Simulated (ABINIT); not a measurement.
**A self-consistent single point of Ba2PdO3 (Immm, 6 atoms in the cell) with ABINIT**

Method of the run: PBEsol, PAW (JTH v2.0 PBE PAW, files made for PBE) (plane waves; ABINIT).

Input:

```
# Ba2PdO3, JTH v2.0 PBE PAW
pp_dirpath "./"
pseudos "Ba.GGA_PBE-JTH.xml, Pd.GGA_PBE-JTH.xml, O.GGA_PBE-JTH.xml"
acell 3*1.0
rprim
        -3.6417516860    3.8628572015   12.5521051609
         3.6417516860   -3.8628572015   12.5521051609
         3.6417516860    3.8628572015  -12.5521051609
natom 6
ntypat 3
znucl 56 46 8
typat 1 1 2 3 3 3
xcart
        -0.0000000000   -0.0000000000   16.1994958785
        -0.0000000000   -0.0000000000    8.9047144432
         0.0000000000    0.0000000000    0.0000000000
        -0.0000000000   -0.0000000000   21.2328900481
        -0.0000000000   -0.0000000000    3.8713202737
        -0.0000000000    3.8628572015   -0.0000000000
ecut 24
pawecutdg 48
pawovlp -1
pawxcdev 0
ixc -116133
occopt 7
tsmear 0.00499791
nband 36
kptopt 1
ngkpt 6 6 6
nshiftk 1
shiftk 0 0 0
nstep 50
toldfe 1.0e-09
prtwf 0
prtden 0
enunit 2
```

The program printed (abridged):

```
 Symmetries : space group Im m m (# 71); Bravais oI (body-center ortho.)

 -outvars: echo values of preprocessed input variables --------
            acell      1.0000000000E+00  1.0000000000E+00  1.0000000000E+00 Bohr
             ecut      2.40000000E+01 Hartree
           enunit           2
              ixc     -116133
         kptrlatt        6    0    0      0    6    0      0    0    6
          kptrlen      4.37010202E+01
            natom           6
            nband          36
            ngfft          64      64      64
          ngfftdg          90      90      90
             nkpt          46
            nstep          50
             nsym           8
           ntypat           3
           occopt           7
        pawecutdg      4.80000000E+01 Hartree
          pawovlp     -1.0000000000E+00
         pawxcdev           0
            rprim     -3.6417516860E+00  3.8628572015E+00  1.2552105161E+01
                       3.6417516860E+00 -3.8628572015E+00  1.2552105161E+01
                       3.6417516860E+00  3.8628572015E+00 -1.2552105161E+01
          spgroup          71
           toldfe      1.00000000E-09 Hartree
           tsmear      4.99791000E-03 Hartree
            typat      1  1  2  3  3  3
           useylm           1
             xred      6.4529000000E-01  6.4529000000E-01  0.0000000000E+00
                       3.5471000000E-01  3.5471000000E-01  0.0000000000E+00
                       0.0000000000E+00  0.0000000000E+00  0.0000000000E+00
                       8.4579000000E-01  8.4579000000E-01  0.0000000000E+00
                       1.5421000000E-01  1.5421000000E-01  0.0000000000E+00
                       5.0000000000E-01  0.0000000000E+00  5.0000000000E-01
            znucl       56.00000   46.00000    8.00000

== DATASET  1 ==================================================================

 Real(R)+Recip(G) space primitive vectors, cartesian coordinates (Bohr,Bohr^-1):
 R(1)= -3.6417517  3.8628572 12.5521052  G(1)=  0.0000000  0.1294379  0.0398340
 R(2)=  3.6417517 -3.8628572 12.5521052  G(2)=  0.1372966  0.0000000  0.0398340
 R(3)=  3.6417517  3.8628572-12.5521052  G(3)=  0.1372966  0.1294379  0.0000000
 Unit cell volume ucvol=  7.0631031E+02 bohr^3
 Angles (23,13,12)=  1.49002961E+02  1.47069103E+02  4.58514740E+01 degrees

 Coarse grid specifications (used for wave-functions):

 getcut: wavevector=  0.0000  0.0000  0.0000  ngfft=  64  64  64
         ecut(hartree)=     24.000   => boxcut(ratio)=   2.13016

 Fine grid specifications (used for densities):

 getcut: wavevector=  0.0000  0.0000  0.0000  ngfft=  90  90  90
         ecut(hartree)=     48.000   => boxcut(ratio)=   2.11789

   1.02303455E+04                                ecore*ucvol(ha*bohr**3)

_setup2: Arith. and geom. avg. npw (full set) are    3965.856    3965.839

--- !BeginCycle
solver: {iscf: 17, nstep: 50, nline: 4, wfoptalg: 10, }
tolerances: {toldfe: 1.00E-09, }
...

     iter   Etot(hartree)      deltaE(h)  residm     nres2
 ETOT  1  -217.39738107366    -2.174E+02 6.049E+01 4.002E+02
 ETOT  2  -229.49022737246    -1.209E+01 5.509E-02 7.364E+02
 ETOT  3  -229.12792841140     3.623E-01 1.829E-02 1.830E+02
 ETOT  4  -229.02662153794     1.013E-01 1.104E-02 7.390E+01
 ETOT  5  -229.00510540778     2.152E-02 2.980E-03 3.742E+01
 ETOT  6  -228.97266297199     3.244E-02 3.775E-03 4.977E+00
   [... 7 lines left out ...]
 ETOT 14  -228.97036994957    -4.598E-08 2.561E-04 1.119E-05
 ETOT 15  -228.97036994917     4.062E-10 2.944E-04 2.503E-06
 ETOT 16  -228.97036995237    -3.198E-09 2.270E-04 8.345E-07
 ETOT 17  -228.97036995299    -6.239E-10 1.801E-04 2.886E-07
 ETOT 18  -228.97036995283     1.553E-10 1.535E-04 3.343E-08

 At SCF step   18, etot is converged :
  for the second time, diff in etot=  1.553E-10 < toldfe=  1.000E-09

 Cartesian components of stress tensor (hartree/bohr^3)
  sigma(1 1)=  4.10274713E-05  sigma(3 2)=  0.00000000E+00
  sigma(2 2)=  5.83768902E-05  sigma(3 1)=  0.00000000E+00
  sigma(3 3)=  5.81573044E-05  sigma(2 1)=  0.00000000E+00

 ----iterations are completed or convergence reached----

 reduced coordinates (array xred) for    6 atoms
       0.645290000000      0.645290000000      0.000000000000
       0.354710000000      0.354710000000      0.000000000000
       0.000000000000      0.000000000000      0.000000000000
       0.845790000001      0.845790000001      0.000000000000
       0.154209999999      0.154209999999      0.000000000000
       0.500000000000      0.000000000000      0.500000000000
 cartesian forces (eV/Angstrom) at end:
    1      0.00000000000000    -0.00000000000000    -0.02188373612640
    2     -0.00000000000000    -0.00000000000000     0.02188373612640
    3      0.00000000000000     0.00000000000000     0.00000000000000
    4      0.00000000000000    -0.00000000000000     0.03057616577714
    5     -0.00000000000000    -0.00000000000000    -0.03057616577714
    6      0.00000000000000     0.00000000000000     0.00000000000000
 frms,max,avg= 1.2533510E-02 3.0576166E-02   0.000E+00  0.000E+00  0.000E+00 e/A
 length scales=  1.000000000000  1.000000000000  1.000000000000 bohr
              =  0.529177208590  0.529177208590  0.529177208590 angstroms
 Fermi (or HOMO) energy (hartree) =   0.16262   Average Vxc (hartree)=  -0.39748
 Eigenvalues (hartree) for nkpt=  46  k points:
 kpt#   1, nband= 36, wtk=  0.00463, kpt=  0.0000  0.0000  0.0000 (reduced coord)
  -2.94418   -1.69443   -1.69360   -1.66764   -0.80660   -0.79813   -0.49579   -0.45436
  -0.44811   -0.27191   -0.26067   -0.25065   -0.25064   -0.24472   -0.24323   -0.00528
   0.02539    0.03825    0.04006    0.04889    0.05881    0.06695    0.07354    0.09186
   0.10032    0.10806    0.13417    0.14113    0.16585    0.25447    0.25623    0.30296
   0.33917    0.36417    0.36553    0.38185
      occupation numbers for kpt#   1
   2.00000    2.00000    2.00000    2.00000    2.00000    2.00000    2.00000    2.00000
   2.00000    2.00000    2.00000    2.00000    2.00000    2.00000    2.00000    2.00000
   2.00000    2.00000    2.00000    2.00000    2.00000    2.00000    2.00000    2.00000
   2.00000    2.00000    2.00000    2.00000    0.36043    0.00000    0.00000    0.00000
   0.00000    0.00000    0.00000    0.00000
 prteigrs : prtvol=0 or 1, do not print more k-points.

 Fermi (or HOMO) energy (eV) =   4.42511   Average Vxc (eV)= -10.81591
 Eigenvalues (   eV  ) for nkpt=  46  k points:
 kpt#   1, nband= 36, wtk=  0.00463, kpt=  0.0000  0.0000  0.0000 (reduced coord)
 -80.11530  -46.10774  -46.08521  -45.37869  -21.94870  -21.71821  -13.49102  -12.36374
 -12.19364   -7.39913   -7.09324   -6.82047   -6.82027   -6.65919   -6.61862   -0.14379
   0.69078    1.04092    1.08996    1.33049    1.60019    1.82184    2.00111    2.49957
   2.72996    2.94044    3.65087    3.84026    4.51306    6.92458    6.97237    8.24408
   9.22934    9.90950    9.94654   10.39071
 prteigrs : prtvol=0 or 1, do not print more k-points.

--- !EnergyTerms
comment             : Components of total free energy in Hartree
kinetic             :  5.42988483911259E+01
hartree             :  5.85352866538621E+01
xc                  : -3.21623030174936E+01
Ewald energy        : -1.54834287286762E+02
psp_core            :  1.44842080635385E+01
local_psp           : -1.64143463528335E+02
spherical_terms     : -5.14824419753463E+00
internal            : -2.28969954921599E+02
'-kT*entropy'       : -3.80922330971825E-04
total_energy        : -2.28970335843930E+02
total_energy_eV     : -6.23059970120230E+03
...

-Cartesian components of stress tensor (GPa)         [Pressure= -1.5452E+00 GPa]
- sigma(1 1)=  1.20706968E+00  sigma(3 2)=  0.00000000E+00
- sigma(2 2)=  1.71750712E+00  sigma(3 1)=  0.00000000E+00
- sigma(3 3)=  1.71104668E+00  sigma(2 1)=  0.00000000E+00

 Calculation completed.
```

The run converged in 18 iterations.

The starting cell comes from a database of computed structures (which also holds hypothetical and non-ambient phases and stackings), without a prior relaxation at this level. Its lattice was rescaled by a random factor within 2.5 % of one. Spin polarisation is off. The potentials were made for another functional than the one used.

Cost on one core of a shared machine: roughly 9 min.
